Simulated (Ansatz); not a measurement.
The reference is BP in the zinc blende structure (space group F-43m, No. 216).

```
BP
1.0
    0.00000     2.26010     2.26010
    2.26010     0.00000     2.26010
    2.26010     2.26010     0.00000
B P
1 1
Direct
  0.00000   0.00000   0.00000
  0.25000   0.25000   0.25000
```

Cartesian axes are those of the cell as printed.

All numbers come from Ansatz (a program for electronic structure), PBEsol, PAW, cutoff 420 eV, without spin-orbit coupling.

Base values:

```
Property                        Result
-----------------------------  -------
Shortest interatomic distance  1.957 Å
Smallest direct gap            3.38 eV
Band gap                       1.11 eV
```

Now apply this change: biaxial strain +2.50 %, plane normal [001], relaxed out of plane (Cartesian); in-plane vectors clamped, the third vector and the atoms free.

**Question.** Predict the new shortest interatomic distance, smallest direct gap, ratio −ε⊥/ε∥, band gap and hole mass.

**Answer.** The shortest interatomic distance rises by 0.0252 Å (1.957 Å → 1.983 Å); the smallest direct gap decreases by 0.41 eV (3.38 eV → 2.97 eV); the ratio −ε⊥/ε∥ amounts to 0.47; the band gap shrinks by 0.48 eV to 0.63 eV; the hole mass comes out as 0.34 mₑ out of plane, 0.23 mₑ in plane (at Γ).

Masses are band curvatures over ±0.01 Å⁻¹ around the edge. Whether these cells are dynamically stable was not tested.
